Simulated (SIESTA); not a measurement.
**Input and output of a self-consistent single point for CoP₃ (Im-3, 16 atoms in the cell) (SIESTA)**

Method: GGA PBEsol, numerical atomic orbitals TZP, PseudoDojo PBEsol standard norm-conserving potentials (rewritten from UPF to PSML) (SIESTA).

The input file:

```
# files in the folder: P.psml Co.psml (PseudoDojo PBEsol standard)
SystemName  CoP3
SystemLabel cop3

NumberOfAtoms                16
NumberOfSpecies              2
%block ChemicalSpeciesLabel
  1 15 P
  2 27 Co
%endblock ChemicalSpeciesLabel
LatticeConstant              1.0 Ang
%block LatticeVectors
    -3.912663000    3.912663000    3.912663000
     3.912663000   -3.912663000    3.912663000
     3.912663000    3.912663000   -3.912663000
%endblock LatticeVectors
AtomicCoordinatesFormat      Ang
%block AtomicCoordinatesAndAtomicSpecies
     0.000000000    2.730647508    1.135689562  1
    -0.000000000    5.094678492    1.135689562  1
     3.912663000    1.182015492    2.776973438  1
     3.912663000   -1.182015492    2.776973438  1
     1.135689562   -0.000000000    2.730647508  1
     1.135689562    0.000000000    5.094678492  1
     2.776973438    3.912663000    1.182015492  1
     2.776973438    3.912663000   -1.182015492  1
     2.730647508    1.135689562   -0.000000000  1
     5.094678492    1.135689562   -0.000000000  1
     1.182015492    2.776973438    3.912663000  1
    -1.182015492    2.776973438    3.912663000  1
     1.956331500    1.956331500    1.956331500  2
     1.956331500    1.956331500   -1.956331500  2
    -1.956331500    1.956331500    1.956331500  2
     1.956331500   -1.956331500    1.956331500  2
%endblock AtomicCoordinatesAndAtomicSpecies

XC.functional                GGA
XC.authors                   PBEsol
PAO.BasisSize                TZP
PAO.EnergyShift              0.01 Ry
MeshCutoff                   300 Ry
%block kgrid.MonkhorstPack
    3   0   0  0.0
    0   3   0  0.0
    0   0   3  0.0
%endblock kgrid.MonkhorstPack
OccupationFunction           FD
ElectronicTemperature        50.0 meV
Spin                         polarized
%block DM.InitSpin
  1 +0.00
  2 +0.00
  3 +0.00
  4 +0.00
  5 +0.00
  6 +0.00
  7 +0.00
  8 +0.00
  9 +0.00
  10 +0.00
  11 +0.00
  12 +0.00
  13 +3.00
  14 +3.00
  15 +3.00
  16 +3.00
%endblock DM.InitSpin

MaxSCFIterations             150
SCF.Mixer.Method             Pulay
SCF.Mixer.Weight             0.1
SCF.Mixer.History            6
SCF.DM.Tolerance             1.0E-04
Diag.ParallelOverK           true
WriteForces                  true
Charge.Mulliken              end
```

Output (repeated stretches shortened):

```
reinit: Reading from file input.fdf

reinit: System Name: CoP3
reinit: System Label: cop3

NOTE on units for spin output:
{S} is the spin magnetic moment, in units of the Bohr magneton,
assuming a g-factor for the electron spin of exactly 2.
The spin magnetic moment is then numerically equal to the charge inbalance,
in units of electrons, between the spin-up and -down channels.

coor:   Atomic-coordinates input format  =     Cartesian coordinates
coor:                                          (in Angstroms)

siesta: Atomic coordinates (Bohr) and species
siesta:      0.00000   5.16018   2.14614  1        1
siesta:     -0.00000   9.62755   2.14614  1        2
siesta:      7.39386   2.23369   5.24772  1        3
siesta:      7.39386  -2.23369   5.24772  1        4
siesta:      2.14614  -0.00000   5.16018  1        5
siesta:      2.14614   0.00000   9.62755  1        6
siesta:      5.24772   7.39386   2.23369  1        7
siesta:      5.24772   7.39386  -2.23369  1        8
siesta:      5.16018   2.14614  -0.00000  1        9
siesta:      9.62755   2.14614  -0.00000  1       10
siesta:      2.23369   5.24772   7.39386  1       11
siesta:     -2.23369   5.24772   7.39386  1       12
siesta:      3.69693   3.69693   3.69693  2       13
siesta:      3.69693   3.69693  -3.69693  2       14
siesta:     -3.69693   3.69693   3.69693  2       15
siesta:      3.69693  -3.69693   3.69693  2       16

siesta: System type = bulk

initatomlists: Number of atoms, orbitals, and projectors:     16   304   288

siesta: ******************** Simulation parameters ****************************
redata: Spin configuration                          = collinear
redata: Time-Reversal Symmetry                      = T
redata: Number of Atomic Species                    =        2
redata: Mesh Cutoff                                 =   300.0000 Ry
redata: Net charge of the system                    =     0.0000 |e|
   [... lines left out ...]
diag: Used triangular part                          = Lower
diag: Absolute tolerance                            =  0.100E-15
diag: Orthogonalization factor                      =  0.100E-05
diag: Memory factor                                 =  1.0000

superc: Internal auxiliary supercell:     5 x     5 x     5  =     125
superc: Number of atoms, orbitals, and projectors:   2000  38000  36000

                        Single-point calculation

superc: Internal auxiliary supercell:     5 x     5 x     5  =     125
superc: Number of atoms, orbitals, and projectors:   2000  38000  36000

outcell: Unit cell vectors (Ang):
       -3.912663    3.912663    3.912663
        3.912663   -3.912663    3.912663
        3.912663    3.912663   -3.912663

outcell: Cell vector modules (Ang)   :    6.776931    6.776931    6.776931
outcell: Cell angles (23,13,12) (deg):    109.4712    109.4712    109.4712
outcell: Cell volume (Ang**3)        :    239.5948
new_DM -- step:     1
Initializing Density Matrix...

Attempting to read DM from file... Failed...
DM filled with atomic data (user-defined):

InitMesh: MESH = 60 x 60 x 60 = 216000
InitMesh: Mesh cutoff (required, used) =   300.000   324.960 Ry

stepf: Fermi-Dirac step function
        iscf     Eharris(eV)        E_KS(eV)     FreeEng(eV)     dDmax    Ef(eV) dHmax(eV)
   scf:    1   -18483.420558   -18769.350493   -18769.494575  0.896274 -2.516780 39.196643
     spin moment: {S} , |S| = {        0.0        0.0    2.41935 }     2.41935
   scf:    2   -18898.135615   -18895.406422   -18895.434565  0.244327 -4.257311  2.319323
     spin moment: {S} , |S| = {        0.0        0.0    0.25385 }     0.25385
   scf:    3   -18896.870756   -18896.225522   -18896.249159  0.014785 -4.216197  1.428650
     spin moment: {S} , |S| = {        0.0        0.0    0.21156 }     0.21156
   scf:    4   -18898.438637   -18897.548178   -18897.559807  0.041440 -4.168277  1.424354
     spin moment: {S} , |S| = {        0.0        0.0    0.07952 }     0.07952
   scf:    5   -18894.937946   -18896.940468   -18896.951034  0.019906 -4.150464  3.733847
     spin moment: {S} , |S| = {        0.0        0.0    0.07408 }     0.07408
   scf:    6   -18878.833191   -18892.876400   -18892.889378  0.045500 -3.597231  7.427570
   [... lines left out ...]
   scf:   14   -18898.268437   -18898.268331   -18898.281711  0.000243 -3.830157  0.008884
     spin moment: {S} , |S| = {        0.0        0.0    0.00630 }     0.00630
   scf:   15   -18898.268410   -18898.268370   -18898.281753  0.000066 -3.830175  0.008810
     spin moment: {S} , |S| = {        0.0        0.0    0.00550 }     0.00550
   scf:   16   -18898.268582   -18898.268460   -18898.281854  0.000303 -3.830566  0.005043
     spin moment: {S} , |S| = {        0.0        0.0    0.00170 }     0.00170
   scf:   17   -18898.268476   -18898.268467   -18898.281861  0.000109 -3.830726  0.002378
     spin moment: {S} , |S| = {        0.0        0.0    0.00062 }     0.00062
   scf:   18   -18898.268470   -18898.268468   -18898.281863  0.000032 -3.830794  0.001854
     spin moment: {S} , |S| = {        0.0        0.0    0.00050 }     0.00050
   scf:   19   -18898.268475   -18898.268472   -18898.281866  0.000066 -3.830939  0.000803
     spin moment: {S} , |S| = {        0.0        0.0    0.00041 }     0.00041
SCF Convergence by DM+H criterion
max |DM_out - DM_in|         :     0.0000658294
max |H_out - H_in|      (eV) :     0.0008033024
SCF cycle converged after 19 iterations

Using DM_out to compute the final energy and forces

siesta: E_KS(eV) =           -18898.2685

siesta: E_KS - E_eggbox =    -18898.2685

siesta: Atomic forces (eV/Ang):
     1   -0.000090   -0.248015    0.390091
     2   -0.000335    0.248178    0.390045
     3    0.000090    0.248015   -0.390091
     4    0.000335   -0.248178   -0.390045
     5    0.390092   -0.000090   -0.248015
     6    0.390046   -0.000335    0.248178
     7   -0.390092    0.000090    0.248015
     8   -0.390046    0.000335   -0.248178
     9   -0.248015    0.390091   -0.000090
    10    0.248178    0.390045   -0.000335
    11    0.248015   -0.390091    0.000090
    12   -0.248178   -0.390045    0.000335
    13   -0.000000    0.000000   -0.000000
    14    0.000000   -0.000000    0.000000
    15    0.000000   -0.000000    0.000000
    16   -0.000000   -0.000000    0.000000
   Tot    0.000000   -0.000000   -0.000000
   Max    0.390092
   Res    0.231141    sqrt( Sum f_i^2 / 3N )
   Max    0.390092    constrained

Stress tensor Voigt[x,y,z,yz,xz,xy] (kbar):      114.39      114.39      114.39        0.14        0.14        0.14
(Free)E + p*V (eV/cell)   -18915.3887
Target enthalpy (eV/cell)   -18898.2819

siesta: Program's energy decomposition (eV):
siesta: Ebs     =     -3176.939613
siesta: Eions   =     24921.677469
siesta: Ena     =      3090.601291
siesta: Ekin    =      8184.357992
siesta: Enl     =     -1721.214065
siesta: Eso     =         0.000000
siesta: Edftu   =         0.000000
siesta: DEna    =       163.221244
siesta: DUscf   =         5.250063
siesta: DUext   =         0.000000
siesta: Ex      =     -3463.368058
siesta: Ec      =      -235.439470
siesta: Exc     =     -3698.807528
siesta: Eharris =    -18898.268475
siesta: Etot    =    -18898.268472
siesta: FreeEng =    -18898.281866

siesta: Atomic forces (eV/Ang):
siesta:      1   -0.000090   -0.248015    0.390091
siesta:      2   -0.000335    0.248178    0.390045
siesta:      3    0.000090    0.248015   -0.390091
   [... lines left out ...]
siesta: Cell volume =        239.594763 Ang**3
siesta:        -114.39401860       -113.69116610  kBar
   [... lines left out ...]

              0.049
  15  8.471   0.979   0.140   0.011  -0.013   1.002   1.002   1.002   0.209
              0.209   0.209   0.751   0.751   0.780   0.751   0.780  -0.073

             -0.073  -0.077  -0.073  -0.077   0.061   0.061   0.049   0.061

              0.049
  16  8.471   0.979   0.140   0.011  -0.013   1.002   1.002   1.002   0.209
              0.209   0.209   0.751   0.751   0.780   0.751   0.780  -0.073

             -0.073  -0.077  -0.073  -0.077   0.061   0.061   0.049   0.061

              0.049

mulliken: Qtot =       64.000

Mulliken Atomic Populations:
Atom #   charge [q] valence [e]      Sz [e]  Species
     1    -0.019152    5.019152    0.000174  P
     2    -0.019169    5.019169    0.000174  P
     3    -0.019152    5.019152    0.000174  P
     4    -0.019169    5.019169    0.000174  P
     5    -0.019152    5.019152    0.000174  P
     6    -0.019169    5.019169    0.000174  P
     7    -0.019152    5.019152    0.000174  P
     8    -0.019169    5.019169    0.000174  P
     9    -0.019152    5.019152    0.000174  P
    10    -0.019169    5.019169    0.000174  P
    11    -0.019152    5.019152    0.000174  P
    12    -0.019169    5.019169    0.000174  P
    13     0.057442   16.942558   -0.000421  Co
    14     0.057494   16.942506   -0.000421  Co
    15     0.057494   16.942506   -0.000421  Co
    16     0.057494   16.942506   -0.000421  Co
 Total    -0.000000                0.000409
```

The run converged in 19 iterations.

The starting cell comes from a database of published, mostly measured structures (it also holds non-ambient and calculated ones), without a prior relaxation at this level. Its lattice was rescaled by a random factor within 2.5 % of one. The starting moments vanished: the run ended non-magnetic, which need not be the lowest state. Values carry the incompleteness of an atom-centred basis. With a pressure of about -11 GPa the cell is away from its equilibrium volume at this level.

Cost on one core of a shared machine: roughly 4 min.
